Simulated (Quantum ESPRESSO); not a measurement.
Quick settings and what they miss: MgCd₂ (Cm, 6 atoms in the cell)

Self-consistent single point.

```yaml
crystal:
  lattice:
    - [5.45099, -1.63116, 0.00000]
    - [5.45099, 1.63116, 0.00000]
    - [-1.49844, 0.00000, 6.92960]
  atoms:
    - { symbol: Mg, position: [0.38349, 0.38349, 0.27097] }
    - { symbol: Mg, position: [0.05849, 0.05849, 0.61293] }
    - { symbol: Cd, position: [0.00110, 0.00110, 0.00307] }
    - { symbol: Cd, position: [0.66352, 0.66352, 0.33665] }
    - { symbol: Cd, position: [0.33700, 0.33700, 0.66486] }
    - { symbol: Cd, position: [0.72307, 0.72307, 0.94485] }
```

Computed with PBEsol, GBRV 1.5 ultrasoft (PBESOL) pseudopotentials (plane waves; Quantum ESPRESSO).

Base settings: ecutwfc = 40 Ry; ecutrho = 200 Ry; occupations = smearing; smearing = fermi-dirac; degauss = 0.0073499 Ry; potentials = {Mg: mg_pbesol_v1.4.uspp.F.UPF, Cd: cd_pbesol_v1.uspp.F.UPF}; K_POINTS = automatic 6 6 3 0 0 0; conv_thr = 1e-10 Ry; mixing_beta = 0.3.

Tight run (finer mesh or higher cutoff; not a proven limit): ecutwfc: 40 Ry → 56 Ry; ecutrho: 200 Ry → 280 Ry; conv_thr: 1e-10 Ry → 7.3e-11 Ry; K_POINTS: automatic 6 6 3 0 0 0 → automatic 9 9 5 0 0 0. It gave Fermi level (on the code's own zero) 10.39 eV; pressure -0.17 GPa; largest force (vector length) 0.042 eV/Å.

Quick runs, as changes from the base:
- A: the base itself
- B: ecutwfc: 40 Ry → 24 Ry; ecutrho: 200 Ry → 120 Ry; K_POINTS: automatic 6 6 3 0 0 0 → automatic 3 3 3 0 0 0
- C: ecutwfc: 40 Ry → 20 Ry; ecutrho: 200 Ry → 100 Ry; smearing: fermi-dirac → methfessel-paxton; degauss: 0.0073499 Ry → 0.0147 Ry; pseudopotentials: {Mg: mg_pbesol_v1.4.uspp.F.UPF, Cd: cd_pbesol_v1.uspp.F.UPF} → {Mg: mg_lda_v1.4.uspp.F.UPF, Cd: cd_lda_v1.uspp.F.UPF}; K_POINTS: automatic 6 6 3 0 0 0 → automatic 4 4 4 1 1 1 [LDA (PZ)]
- D: ecutwfc: 40 Ry → 32 Ry; ecutrho: 200 Ry → 160 Ry; smearing: fermi-dirac → methfessel-paxton; degauss: 0.0073499 Ry → 0.0099958 Ry; K_POINTS: automatic 6 6 3 0 0 0 → automatic 6 6 6 1 1 1

Energies are extrapolated to zero smearing width, which holds to low order in the width alone (under cold and Methfessel-Paxton smearing the free energy itself is taken).

Dashes: time of B, C, under 30 s; energy of C, another energy zero.

† marks runs with another functional, U, potentials or spin treatment: their distance from the tight run is not a convergence error alone.

The count of work is k-points × plane waves × bands × iterations; it is no time. Core times come from one kind of shared machine and are given to one figure; runs under 30 s give none.

The starting cell comes from a database of computed structures (which also holds hypothetical and non-ambient phases and stackings), without a prior relaxation at this level. Its lattice was rescaled by a random factor within 2.5 % of one.

```
run  energy less tight (meV/atom)  pressure less tight (GPa)  largest miss in a force vector (eV/Å)  count of work / tight  core time / tight (rough)
---  ----------------------------  -------------------------  -------------------------------------  ---------------------  -------------------------
A                            29.1                       0.84                                  0.031                   0.18                        0.2
B                           737.8                     -32.50                                  0.068                  0.024                          –
C†                              –                    -148.03                                  0.055                  0.035                          –
D                            85.4                      -0.92                                  0.016                   0.24                        0.3
```

Among the runs at the tight run's level, the energy misses run from 29.1 to 737.8 meV/atom.

Left out of this page: 2 runs of the series outside the window shown, repeating another row's setting, or not comparable.
